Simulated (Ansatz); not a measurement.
1T (CdI2-type) MgI2 was calculated with PBE-D3(BJ) (PAW; Ansatz, a quantum-chemistry and plane-wave program).

Numerical settings: plane-wave cutoff 520 eV, 12×12×6 k mesh (along the axes of the cell as run), scalar-relativistic PAW data made under PBE.

Computed at the level's own relaxed cell.

```
CELL_PARAMETERS angstrom
      4.12414     0.00000     0.00000
     -2.06207     3.57161     0.00000
      0.00000     0.00000     6.83150
ATOMIC_POSITIONS crystal
  Mg 0.00000 0.00000 0.00000
  I  0.33333 0.66667 0.24551
  I  0.66667 0.33333 0.75449
```

Q: Give the elastic tensor (Voigt notation, GPa, ions relaxed, in the Cartesian axes of the cell as printed).

A: 
```
   49.2    13.7     6.3    -1.6     0.0     0.0
   13.7    49.2     6.3     1.6     0.0     0.0
    6.3     6.3    22.0     0.0     0.0     0.0
   -1.6     1.6     0.0     5.8     0.0     0.0
    0.0     0.0     0.0     0.0     5.8    -1.6
    0.0     0.0     0.0     0.0    -1.6    17.7
```

Note: the dispersion coefficients are held fixed in the derivatives.
